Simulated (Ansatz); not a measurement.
## What isotropic strain +1.22 % does to WSe2

Take WSe₂ in the 2H-MoS2 type structure (space group P6_3/mmc, No. 194; a = 3.300 Å, c = 13.147 Å; layered, stacked along the Cartesian z axis) as the base.

Perturbation: every lattice vector is stretched by 1.22 %; the atoms relax in the strained cell.

The values are results of r2SCAN+rVV10 in Ansatz (plane waves to 500 eV, PAW, without spin-orbit coupling), earlier PAW set, not measurements. Settings: 11×11×3 k-points, 0.05 eV Fermi–Dirac smearing.

- Volume per atom = 21.43 Å³ (base 20.66 Å³)
- Shortest interatomic distance = 2.540 Å (base 2.530 Å)
- Energy relative to the base (free energy F) = +5.4 meV/atom
- Pressure (mean of the normal stresses, compression positive) = -2.19 GPa (base -0.01 GPa)
- Band gap = 1.16 eV (base 1.12 eV)
- Gap character = indirect, Γ → k = (0.182, 0.182, 0) in the run's primitive reciprocal basis (base indirect, Γ → k = (0.182, 0.182, 0) in the run's primitive reciprocal basis)
- Smallest direct gap = 1.48 eV (base 1.61 eV)
- Mean gap deformation potential ΔEg/Δln V = +1.2 eV
- Hole mass = 1.00 mₑ along c, 0.75 mₑ across (at Γ) (base 0.96 mₑ along c, 0.77 mₑ across (at Γ))
- Valence-band top at Γ (three highest levels, from the VBM) = 0.00, -0.93, -1.32 eV (base 0.00, -1.06, -1.29 eV)

Final structure:

```yaml
crystal:
  lattice:
    - [3.33977, 0.00000, 0.00000]
    - [-1.66989, 2.89233, 0.00000]
    - [0.00000, 0.00000, 13.30785]
  atoms:
    - { symbol: W, position: [0.33333, 0.66667, 0.25000] }
    - { symbol: W, position: [0.66667, 0.33333, 0.75000] }
    - { symbol: Se, position: [0.33333, 0.66667, 0.62580] }
    - { symbol: Se, position: [0.66667, 0.33333, 0.12580] }
    - { symbol: Se, position: [0.66667, 0.33333, 0.37420] }
    - { symbol: Se, position: [0.33333, 0.66667, 0.87420] }
```

With W present, leaving out spin-orbit coupling can change the band edges. Effective masses come from finite differences of ±0.01 Å⁻¹. Whether these cells are dynamically stable was not tested.

Ansatz is a program for electronic structure.
